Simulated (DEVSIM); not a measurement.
Structure: CdS/CdTe n-p heterojunction, at 500 K.

Layer 1 from the left is CdS, thickness (μm) 0.280, Nd (cm⁻³) 3.2e17, τn (s) 1.3e-9, τp (s) 1.3e-9. Layer 2 from the left is CdTe, thickness (μm) 0.490, Na (cm⁻³) 1.8e18, τn (s) 1.3e-9, τp (s) 1.3e-9.

Left contact: ohmic. Right contact: ohmic. Voltage is applied to the left contact. Recombination: SRH at mid-gap. Mobility is constant in doping.

This is a model device: material constants are rounded textbook-type values typed into the input, and sizes, dopings and lifetimes were drawn at random. Values at 300 K; Nc and Nv go as T^1.5, mobilities as T to minus their exponent, the gap by Varshni's rule with the affinity fixed.

CdS: gap (eV) 2.4, affinity (eV) 4.3, permittivity 9, Nc (cm⁻³) 2.2e18, Nv (cm⁻³) 1.8e19, μn (cm²/Vs) 300, μp (cm²/Vs) 25, T exponent of μn 1.5, T exponent of μp 1.5, Varshni α (eV/K) 0.00039, Varshni β (K) 103. CdTe: gap (eV) 1.5, affinity (eV) 4.28, permittivity 10.2, Nc (cm⁻³) 8e17, Nv (cm⁻³) 1.8e19, μn (cm²/Vs) 1000, μp (cm²/Vs) 80, T exponent of μn 1.7, T exponent of μp 1.5, Varshni α (eV/K) 0.00031, Varshni β (K) 108.

Model (solved in DEVSIM): 1D drift-diffusion, Boltzmann statistics, complete ionisation; no tunnelling, impact ionisation, image-force lowering or self-heating. Band offsets follow the typed affinities; no thermionic-emission limit at abrupt steps, no polarisation charge.

Problem. What does the simulation give for the dark forward voltage at 1 A/cm², the potential step across the device at zero bias, the largest field in the device at zero bias, the dark forward voltage at 100 A/cm²?

Solution. dark forward voltage at 1 A/cm² 0.810 V; potential step across the device at zero bias 1.173 V; largest field in the device at zero bias 350000 V/cm; dark forward voltage at 100 A/cm² 1.009 V.
